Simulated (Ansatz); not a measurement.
Consider CdI$_{2}$ in the CdI2 type structure (space group P-3m1, No. 164; a = 4.153 Å, c = 6.554 Å; layered, stacked along the Cartesian z axis). Axes: x lies along a and z along c of the hexagonal cell.

Computed with Kohn–Sham DFT with the PBEsol-D3(BJ) functional, run in Ansatz (a program for electronic structure) with PAW and 420 eV plane waves, without spin-orbit coupling, earlier PAW set.

For the base:

```
Property                        Result
-----------------------------  -------
Smallest direct gap            2.56 eV
Shortest interatomic distance  2.946 Å
```

The change: compressive biaxial strain of 2.12 % in the plane normal to [001], as in epitaxy on a mismatched substrate; the out-of-plane cell vector and the atoms relax.

Task: What happens to the smallest direct gap, shortest interatomic distance and ratio −ε⊥/ε∥?

Result: The smallest direct gap goes up by 0.07 eV to 2.63 eV; the shortest interatomic distance decreases by 0.017 Å (2.946 Å → 2.929 Å); the ratio −ε⊥/ε∥ amounts to 0.82.

Spin-orbit coupling, missing from the scalar runs, can matter with I. Whether these cells are dynamically stable was not tested.
